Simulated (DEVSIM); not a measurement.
System: abrupt Si n-p junction, at 250 K.

```tsv
layer (left to right)	material	thickness (μm)	Nd (cm⁻³)	Na (cm⁻³)	τn (s)	τp (s)
1	Si	92.0	1.2e18	-	1.5e-5	1.5e-5
2	Si	0.920	-	2.6e15	1.5e-5	1.5e-5
```

Left contact: ohmic. Right contact: ohmic. Voltage is applied to the left contact. Recombination: SRH at mid-gap, Auger. Mobility is μmin + (μ − μmin)/(1 + (N/Nref)^α).

The device is made up for the run: typed textbook-type constants, with dimensions and the other settings drawn at random. Values at 300 K; Nc and Nv go as T^1.5, mobilities as T to minus their exponent, the gap by Varshni's rule with the affinity fixed.

| parameter | Si |
|---|---|
| gap (eV) | 1.124 |
| affinity (eV) | 4.05 |
| permittivity | 11.7 |
| Nc (cm⁻³) | 2.86e19 |
| Nv (cm⁻³) | 3.1e19 |
| μn (cm²/Vs) | 1417 |
| μp (cm²/Vs) | 470 |
| μn,min | 52 |
| μp,min | 45 |
| Nref,n | 9.7e16 |
| Nref,p | 2.2e17 |
| αn | 0.68 |
| αp | 0.72 |
| T exponent of μn | 2.3 |
| T exponent of μp | 2.2 |
| Cn (cm⁶/s) | 2.8e-31 |
| Cp (cm⁶/s) | 9.9e-32 |
| Varshni α (eV/K) | 0.000473 |
| Varshni β (K) | 636 |

Simulated with DEVSIM: 1D drift-diffusion, Boltzmann statistics, complete ionisation; no tunnelling, impact ionisation, image-force lowering or self-heating.

Problem. Tabulate band edges, carrier densities and field at 10.0 V on the left contact.

Solution. Energies count from the Fermi level of the right contact; mesh points crowd at the junctions.

```tsv
x (μm)	Ec (eV)	Ev (eV)	n (cm⁻³)	p (cm⁻³)	field (V/cm)
0.000	-9.938	-11.074	1.2e18	< 1e2	≈ 0
0.03736	-9.938	-11.074	1.2e18	< 1e2	≈ 0
0.1329	-9.938	-11.074	1.2e18	< 1e2	≈ 0
0.3769	-9.938	-11.074	1.2e18	< 1e2	≈ 0
1.339	-9.938	-11.074	1.2e18	< 1e2	≈ 0
3.461	-9.938	-11.074	1.2e18	< 1e2	≈ 0
8.883	-9.938	-11.074	1.2e18	< 1e2	≈ 0
30.27	-9.938	-11.074	1.2e18	< 1e2	≈ 0
63.82	-9.938	-11.074	1.2e18	< 1e2	≈ 0
80.99	-9.938	-11.074	1.2e18	< 1e2	≈ 0
87.71	-9.938	-11.074	1.2e18	< 1e2	≈ 0
90.75	-9.938	-11.074	1.2e18	< 1e2	≈ 0
91.53	-9.938	-11.074	1.2e18	< 1e2	≈ 0
91.83	-9.938	-11.074	1.2e18	< 1e2	≈ 0
91.97	-9.938	-11.074	1.2e18	< 1e2	48
92.00	-9.837	-10.973	1.1e16	< 1e2	140000
92.04	-9.340	-10.476	1100000	< 1e2	130000
92.13	-8.122	-9.258	< 1e2	< 1e2	130000
92.48	-3.821	-4.958	< 1e2	< 1e2	120000
92.75	-0.764	-1.901	< 1e2	< 1e2	110000
92.87	0.404	-0.732	< 1e2	41000	100000
92.92	0.940	-0.196	< 1e2	2.6e15	99000
```
